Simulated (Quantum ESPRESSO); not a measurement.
# Converging the plane-wave cutoff: Pb (P-3m1, 2 atoms in the cell)

```yaml
crystal:
  lattice:
    - [3.45423, 0.00000, 0.00000]
    - [-1.72712, 2.99145, 0.00000]
    - [0.00000, 0.00000, 5.96740]
  atoms:
    - { symbol: Pb, position: [0.33333, 0.66667, 0.25838] }
    - { symbol: Pb, position: [0.66667, 0.33333, 0.75000] }
```

Method: PBEsol, GBRV 1.5 ultrasoft (PBESOL) pseudopotentials (plane waves; Quantum ESPRESSO).

Base settings: ecutwfc = 40 Ry; ecutrho = 200 Ry; occupations = smearing; smearing = gauss; degauss = 0.0073499 Ry; potentials = {Pb: pb_pbesol_v1.uspp.F.UPF}; K_POINTS = automatic 4 4 2 0 0 0; conv_thr = 1e-10 Ry; mixing_beta = 0.4.

Moved along: ecutrho.

The second cell is the first with its lattice scaled by 0.98.

The mesh stays at the base's, so the ladder's end is converged at best in this setting alone.

Only quantities that move along the ladder and can be compared are tabulated.

The count of work is k-points × plane waves × bands × iterations; it is no time. 

The starting cell comes from a database of computed structures (which also holds hypothetical and non-ambient phases and stackings), without a prior relaxation at this level. Its lattice was rescaled by up to half a per cent. One atom was moved a little off its site on purpose. Without a gap this mesh is coarse (it stands for a supercell whose shortest vector is 12 Å).

Steps (ecutwfc): 14 Ry; 16 Ry; 18 Ry; 20 Ry; 22 Ry; 24 Ry; 28 Ry; 32 Ry; 36 Ry; 40 Ry; 44 Ry; 48 Ry; 54 Ry; 60 Ry; 70 Ry; 80 Ry; 96 Ry.

Q: What is the coarsest ecutwfc that holds the energy of the compressed cell less the first within 1 meV/atom of the last step, with all finer ones?

A: 28 Ry, at 0.18 of the last step's count of work; the step before is off by 1.1 meV/atom.

Q: What is the coarsest ecutwfc that holds the pressure within 0.2 GPa of the last step, with all finer ones?

A: 28 Ry, at 0.18 of the last step's count of work; the step before is off by 1.5 GPa.

Q: What is the state of the free energy at the end of the ladder?

A: Still drifting one way, by 2.3 meV/atom over the last two steps, so the last step is no safe reference.

| ecutwfc | free energy less the last step's (meV/atom) | energy of the compressed cell less the first (meV/atom) | pressure (GPa) | largest difference of a force vector from the last step's (eV/Å) | count of work / last |
|---|---|---|---|---|---|
| 14 Ry | 11281.30 | -302.71 | -256.45 | 0.151 | 0.062 |
| 16 Ry | 4293.20 | -107.05 | -119.89 | 0.112 | 0.072 |
| 18 Ry | 1496.82 | 42.91 | -52.48 | 0.005 | 0.083 |
| 20 Ry | 477.87 | -24.02 | -21.98 | 0.004 | 0.096 |
| 22 Ry | 121.66 | -2.94 | -8.08 | 0.000 | 0.090 |
| 24 Ry | 30.89 | -7.70 | -3.10 | 0.002 | 0.12 |
| 28 Ry | 13.52 | -8.30 | -1.53 | 0.002 | 0.18 |
| 32 Ry | 11.85 | -8.61 | -1.61 | 0.001 | 0.19 |
| 36 Ry | 10.87 | -8.78 | -1.56 | 0.000 | 0.23 |
| 40 Ry | 10.57 | -8.80 | -1.58 | 0.000 | 0.30 |
| 44 Ry | 9.07 | -8.75 | -1.63 | 0.000 | 0.31 |
| 48 Ry | 7.03 | -8.83 | -1.63 | 0.001 | 0.45 |
| 54 Ry | 5.56 | -8.79 | -1.56 | 0.000 | 0.46 |
| 60 Ry | 5.30 | -8.79 | -1.59 | 0.000 | 0.54 |
| 70 Ry | 2.30 | -8.78 | -1.63 | 0.000 | 0.62 |
| 80 Ry | 0.91 | -8.79 | -1.56 | 0.000 | 0.69 |
| 96 Ry | 0.00 | -8.79 | -1.60 | 0.000 | 1.0 |

The energy difference between the two cells stays within 1 meV/atom of the last step's from 28 Ry on, the total only from 80 Ry on: much of the error is common to both cells and cancels.

Two neighbours can agree and both be off: 32 Ry and 36 Ry differ by 0.97 meV/atom in the free energy, yet lie about 11 meV/atom from the last step.

At the lowest cutoff the pressure lies 255 GPa under the last step's, the usual sign of Pulay stress in an incomplete plane-wave basis.
